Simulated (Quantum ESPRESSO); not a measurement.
Worked example: self-consistent single point of RhS (P6_3mc, 4 atoms in the cell) in Quantum ESPRESSO.

Method of the run: PBEsol, GBRV 1.5 ultrasoft (PBESOL) pseudopotentials (plane waves; Quantum ESPRESSO).

```
CELL_PARAMETERS angstrom
      3.64000     0.00000     0.00000
     -1.82000     3.15233     0.00000
      0.00000     0.00000     6.43404
ATOMIC_POSITIONS crystal
  Rh 0.66667 0.33333 0.50583
  Rh 0.33333 0.66667 0.00583
  S  0.66667 0.33333 0.86917
  S  0.33333 0.66667 0.36917
```

Reference input (self-consistent single point, DFT, PBEsol, plane waves, GBRV 1.5 ultrasoft (PBESOL) pseudopotentials): ecutwfc = 40 Ry; ecutrho = 320 Ry; occupations = smearing; smearing = gaussian; degauss = 0.0073499 Ry; potentials = {Rh: rh_pbesol_v1.4.uspp.F.UPF, S: s_pbesol_v1.4.uspp.F.UPF}; K_POINTS = automatic 8 8 4 0 0 0; conv_thr = 1e-10 Ry; mixing_beta = 0.5. This run's input differs from it in these lines:

```diff
@@ -12,4 +12,4 @@
   ntyp = 2
-  ecutwfc = 40
-  ecutrho = 320
+  ecutwfc = 32
+  ecutrho = 256
   occupations = 'smearing'
```

Output, abridged:

```
     Self-consistent Calculation

     iteration #  1     ecut=    32.00 Ry     beta= 0.50

---- Real-time Memory Report at c_bands before calling an iterative solver
           212 MiB given to the printing process from OS
            47 MiB allocation reported by mallinfo(arena+hblkhd)
------------------

     negative rho (up, down):  1.074E-01 0.000E+00

     total energy              =    -389.89080124 Ry
     estimated scf accuracy    <       1.04817092 Ry

     iteration #  2     ecut=    32.00 Ry     beta= 0.50

---- Real-time Memory Report at c_bands before calling an iterative solver
   [... lines left out ...]
           241 MiB given to the printing process from OS
            62 MiB allocation reported by mallinfo(arena+hblkhd)
------------------

     negative rho (up, down):  1.072E-01 0.000E+00

     total energy              =    -390.33938583 Ry
     estimated scf accuracy    <          1.1E-09 Ry

     iteration # 11     ecut=    32.00 Ry     beta= 0.50

---- Real-time Memory Report at c_bands before calling an iterative solver
           241 MiB given to the printing process from OS
            62 MiB allocation reported by mallinfo(arena+hblkhd)
------------------

     negative rho (up, down):  1.072E-01 0.000E+00
     End of self-consistent calculation

     the Fermi energy is    11.0705 ev

!    total energy              =    -390.33938583 Ry
     estimated scf accuracy    <          6.3E-11 Ry
     smearing contrib. (-TS)   =      -0.00121848 Ry
     internal energy E=F+TS    =    -390.33816735 Ry

     convergence has been achieved in  11 iterations

     negative rho (up, down):  1.072E-01 0.000E+00

     Forces acting on atoms (cartesian axes, Ry/au):

     atom    1 type  1   force =    -0.00000000    0.00000000    0.00048258
     atom    2 type  1   force =     0.00000000    0.00000000    0.00048258
     atom    3 type  2   force =     0.00000000   -0.00000000   -0.00048258
     atom    4 type  2   force =     0.00000000   -0.00000000   -0.00048258

     Total force =     0.000965     Total SCF correction =     0.000003

     negative rho (up, down):  1.072E-01 0.000E+00
          total   stress  (Ry/bohr**3)                   (kbar)     P=     -243.83
  -0.00167223  -0.00000000   0.00000000         -245.99       -0.00        0.00
  -0.00000000  -0.00167223   0.00000000           -0.00     -245.99        0.00
   0.00000000   0.00000000  -0.00162801            0.00        0.00     -239.49

   JOB DONE.
```

The run converged in 11 iterations. Against the reference run the free energy rises by 245 meV/atom, the pressure goes from -7.45 to -24.38 GPa and the largest force goes from 0.021 to 0.012 eV/Å.

The starting cell comes from a database of computed structures (which also holds hypothetical and non-ambient phases and stackings), without a prior relaxation at this level. Spin polarisation is off.
